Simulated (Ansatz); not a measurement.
## Ti: response to strain

The reference is Ti in the hcp (Mg type) structure (space group P6_3/mmc, No. 194; relaxed with 0.1 eV smearing).

```
Ti
1.0
    2.93978     0.00000     0.00000
   -1.46989     2.54592     0.00000
    0.00000     0.00000     4.65400
Ti
2
Cartesian
  1.46989   0.84864   3.49050
  0.00000   1.69728   1.16350
```

Cartesian axes are those of the cell as printed.

Strains are applied to the cell and any free atomic positions relax; under biaxial strain the out-of-plane vector relaxes too.

Calculations: Ansatz (a program for electronic structure), PBE, PAW, cutoff 420 eV, no spin-orbit coupling.

```csv
"biaxial strain, plane normal [001], relaxed out of plane (%)",out-of-plane strain (%)
0,0.00
0.5,?
1,-0.79
1.5,-1.19
2,-1.58
2.5,-1.98
3,-2.37
```

Q: Fit ε⊥ = −νε + γε² (strains in %) to the rows shown and predict the withheld row.

A: Least squares on the printed values gives ν = 0.79 (the biaxial Poisson response) and γ = 0.001 (largest residual 0.00 %); this predicts -0.40 %, and the run gives -0.40 %, in agreement.

Whether these cells are dynamically stable was not tested. All final runs are without spin polarisation.
